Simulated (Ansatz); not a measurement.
# Ir: isotropic strain +1.50 %

Base system: Ir in the fcc (Cu type) structure (space group Fm-3m, No. 225; a = 3.812 Å; relaxed with 0.1 eV smearing).

It is then changed as follows: every lattice vector is stretched by 1.50 %; the atoms relax in the strained cell.

Computed with LDA (Ansatz, a first-principles code, PAW, without spin-orbit coupling). k-mesh 30×30×30 (Γ-centred); smearing 0.1 eV (Fermi–Dirac).

* **Volume per atom**: 14.48 Å³ (base 13.85 Å³)
* **Space group**: Fm-3m (No. 225) (base Fm-3m (No. 225))
* **Shortest interatomic distance**: 2.736 Å (base 2.695 Å)
* **Energy relative to the base (free energy F)**: +33 meV/atom
* **Pressure**: -16.1 GPa (base 0.0 GPa)
* **Band gap**: zero (base zero)

Final structure:

```
Ir
1.0
    0.00000     1.93451     1.93451
    1.93451     0.00000     1.93451
    1.93451     1.93451     0.00000
Ir
1
Direct
  0.00000   0.00000   0.00000
```

Stability against distortions was not tested. All final runs are without spin polarisation.
